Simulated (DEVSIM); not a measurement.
System: abrupt Si p-n junction, at 300 K.

```csv
layer (left to right),material,thickness (μm),Nd (cm⁻³),Na (cm⁻³),τn (s),τp (s)
1,Si,0.650,-,3.4e16,1.2e-7,1.2e-7
2,Si,260,1e17,-,1.2e-7,1.2e-7
```

Left contact: ohmic. Right contact: ohmic. Voltage is applied to the left contact. Recombination: SRH at mid-gap, radiative, Auger. Mobility is constant in doping.

Constants are typed, rounded textbook-type inputs, not results; the design itself was drawn at random and stands for no fabricated device. Values at 300 K.

| parameter | Si |
|---|---|
| gap (eV) | 1.124 |
| affinity (eV) | 4.05 |
| permittivity | 11.7 |
| Nc (cm⁻³) | 2.86e19 |
| Nv (cm⁻³) | 3.1e19 |
| μn (cm²/Vs) | 1417 |
| μp (cm²/Vs) | 470 |
| B (cm³/s) | 4.7e-15 |
| Cn (cm⁶/s) | 2.8e-31 |
| Cp (cm⁶/s) | 9.9e-32 |

Model (solved in DEVSIM): 1D drift-diffusion, Boltzmann statistics, complete ionisation; no tunnelling, impact ionisation, image-force lowering or self-heating.

Problem. Tabulate band edges, carrier densities and field at -2.0 V on the left contact.

Solution. Energies count from the Fermi level of the right contact; mesh points crowd at the junctions.

```tsv
x (μm)	Ec (eV)	Ev (eV)	n (cm⁻³)	p (cm⁻³)	field (V/cm)
0.000	2.948	1.824	3400	3.4e16	≈ 0
0.03832	2.948	1.824	3100	3.4e16	≈ 0
0.1392	2.948	1.824	2100	3.4e16	≈ 0
0.3742	2.930	1.806	180	1.7e16	-7500
0.5891	1.661	0.537	2900	7500	-120000
0.6409	0.995	-0.129	4100	2500	-140000
0.6721	0.577	-0.547	5.7e9	480	-110000
0.8034	0.146	-0.978	9.9e16	< 1e2	-150
1.098	0.146	-0.978	1.0e17	< 1e2	≈ 0
1.884	0.146	-0.978	1.0e17	100	≈ 0
4.116	0.146	-0.978	1.0e17	280	≈ 0
13.51	0.146	-0.978	1.0e17	760	≈ 0
36.37	0.146	-0.978	1.0e17	1100	≈ 0
95.81	0.146	-0.978	1.0e17	1200	≈ 0
211.8	0.146	-0.978	1.0e17	1200	≈ 0
243.1	0.146	-0.978	1.0e17	1200	≈ 0
254.1	0.146	-0.978	1.0e17	1200	≈ 0
258.2	0.146	-0.978	1.0e17	1200	≈ 0
260.0	0.146	-0.978	1.0e17	1200	≈ 0
260.4	0.146	-0.978	1.0e17	1200	≈ 0
260.6	0.146	-0.978	1.0e17	1200	≈ 0
260.6	0.146	-0.978	1.0e17	1200	≈ 0
```
